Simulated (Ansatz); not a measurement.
Structure of amorphous Si36O75H6 (periodic cell):

```xyz
117
Lattice="11.8490 -0.1382 -0.0911 -0.1382 11.7302 0.0935 -0.0911 0.0935 11.8488" Properties=species:S:1:pos:R:3 pbc="T T T"
Si     0.6469     9.1761    11.4395
Si     6.6997     8.9973     1.2154
Si    11.2640    11.5677     0.4755
Si     5.5086     2.0789    10.8559
Si     3.7959     9.5310     5.7017
Si     8.5777     3.6229     1.9444
Si    -0.0611     3.3532     5.0097
Si     5.8275    10.9724    10.9338
Si     7.4486     8.0863     7.0905
Si    10.9819    10.9396     3.3826
Si     6.9961    11.1014     7.9125
Si     8.5679     5.8045     3.9850
Si     0.5660     5.5559     5.5788
Si     9.8867     6.2489     6.6339
Si     5.9283     6.3834     5.0452
Si     5.5792     3.8642     1.4720
Si     2.8738     7.1082     4.5315
Si     5.2743     1.4152     6.5648
Si     2.5328     8.2464     1.8598
Si    10.0433     7.4020    11.4639
Si     4.2043     5.4061     9.5509
Si     3.3181     9.9316     9.9753
Si     9.4890     8.3387     2.4979
Si    10.3004     4.2272    11.3599
Si     2.8349     0.0695     7.3548
Si     9.4582     3.9417     8.4264
Si     4.4603     1.7416     3.5514
Si     0.2668     0.5345     5.8811
Si     6.5202     3.4708     8.5455
Si     0.8528     2.7338     0.5509
Si     2.7276     2.8454    10.2265
Si     4.8115     7.8794     8.2472
Si     9.2618     1.2370     6.8245
Si     9.2175     1.6157     4.0381
Si     4.8400     6.5977     0.5680
Si     4.4749    10.4004     2.9821
O      9.1831     7.2624     3.6640
O      2.9418    11.0073     8.8282
O      2.9453     4.4329     9.8471
O      9.9544     3.5526     9.9196
O      2.9401     2.3142     3.7128
O      6.1648     2.5840     7.2390
O     10.2140     7.6800     1.2079
O      3.9049     6.5137     8.3621
O      5.2190     2.8756     2.6865
O      5.2381     3.1354     0.0721
O      4.4852     6.8405     4.4139
O      3.5511     7.5515     0.7970
O     10.1930     5.2987     7.9198
O      8.4107     0.3823     7.9076
O     11.4256     7.9589    10.7710
O      9.0349     5.4158     5.5035
O      6.9258     5.7706     3.9008
O      8.7251     7.9814    10.7142
O      8.0935     8.9993     2.0117
O      1.9571     9.2324    10.4832
O      5.8416    11.6981     6.9350
O      5.2204     1.6368     4.9702
O      1.1655     8.6172     1.0906
O      4.5301     8.7291     6.8996
O      6.4159     7.5344     8.2601
O      9.7054     2.6550     7.4630
O      6.3282    10.9843     9.3878
O      9.1914     4.7775     2.8995
O      3.1202    10.9045     6.1658
O      6.0877     0.7144    11.5411
O     10.6367     0.4604     6.4379
O      2.1110     6.0580     5.5188
O     11.3685     6.5960     5.9645
O      0.0006    10.6666    11.4712
O     10.3212     2.7288     4.4736
O      2.5990     8.5730     5.1800
O      6.7955     9.8709    11.6366
O      9.9394     5.7955    11.3105
O      8.3585     2.2378     2.8013
O      4.7586     6.1928    10.8643
O      0.8602     2.7291     2.1606
O      8.9910     7.5285     7.1301
O      5.6499     5.2045     6.1287
O      9.8586     0.2242     3.5109
O      9.5399     3.3393     0.6695
O      8.3838     1.3625     5.4272
O     -0.0627     1.5334    11.7922
O      6.1661     7.4808     0.9399
O      2.2758     2.7616    11.7970
O      5.7002     9.9391     2.0541
O      0.2628     4.1629     6.4426
O      4.3584     8.7909     9.4880
O      0.2946     4.7272     4.1413
O      1.2418     0.2729     7.1396
O      3.1282     9.6467     2.4555
O     10.4372     9.4306     3.2211
O      2.2301     7.1506     3.0372
O      0.7805     1.9411     5.1527
O      4.2199    10.6605    11.1226
O      1.5892     2.2428     9.2285
O      4.4491     0.2865     2.8077
O      4.8234     9.9078     4.4999
O      4.0941     1.9417    10.0397
O      4.7728     5.2779     1.5314
O      6.7071     2.4932     9.8378
O      7.8777     4.3094     8.3573
O      6.7769     7.6553     5.6572
O      7.1632     4.1660     1.4024
O      0.0256     4.1551    11.7934
O     -0.0804    11.5070     2.1143
O      7.5291     9.7004     7.2881
O      9.6485    11.3708     0.3056
O      3.7545     1.4144     7.2028
O      0.1282    11.1504     4.7776
O      5.3455     4.5045     8.8750
H      8.4257     8.8950    10.8582
H      9.2090     0.3720     0.4765
H      4.9241     5.3274     6.7621
H      0.8388     1.7844     9.6404
H      2.3297     1.9907     4.4122
H      1.7358     2.6046     2.6114
```

These are PBE, scalar-relativistic without spin-orbit coupling (plane waves to 420 eV, PAW; Ansatz, a first-principles code) values and carry that method's errors.

Preparation: random packing, a CHGNet melt and quench, and a DFT relaxation. O atoms were pushed apart under 1.9 Å during the dynamics, to hinder bonds among them. The hot cell started wider than the set density and was brought back towards it in steps. It is the lowest in DFT energy of 4 quenches. It is a model cell: composition and starting density were chosen by hand, and all elements were melted together. No dispersion term was used. Its density started from a set value of 2.24 and ended at 2.24 g/cm³. The simulated quench (nominally 180 K/ps over its main leg) is rapid and tends to freeze in more defects than a deposited or slowly cooled glass has. Values belong to this one cell and scatter from quench to quench. The volume was held where the preparation left it and the shape relaxed, at a PBE pressure of 2.3 GPa. Stress components on the final sampling reach 2.3 GPa.

Neighbours within Si-Si 2.60 Å, Si-O 1.88 Å, Si-H 1.70 Å, O-O 1.58 Å, O-H 1.22 Å, H-H 0.90 Å count as bonded. Two cations that share two anions don't count as bonded, nor two that share one unless they lie closer than Si-Si 2.38 Å.

Task: Give the coordination numbers, mean bond lengths and angles.

Result: 
```json
{
  "Mean coordination of Si by anions": "4.00 (36 with 4)",
  "Mean coordination of O": "2.00 (75 with 2)",
  "Mean coordination of H": "1.00 (6 with 1)",
  "Mean Si-O bond": "1.629 Å (spread 0.015 Å, 144 counted)",
  "Mean O-H bond": "0.976 Å (spread 0.009 Å, 6 counted)",
  "Bond angle at Si": "mean 109.5°, spread 4.2°",
  "Bond angle at O": "mean 137.2°, spread 15.8°"
}
```

Task: List the pairs of like atoms that count as bonded by the rules above.

Result: There are none by these rules.
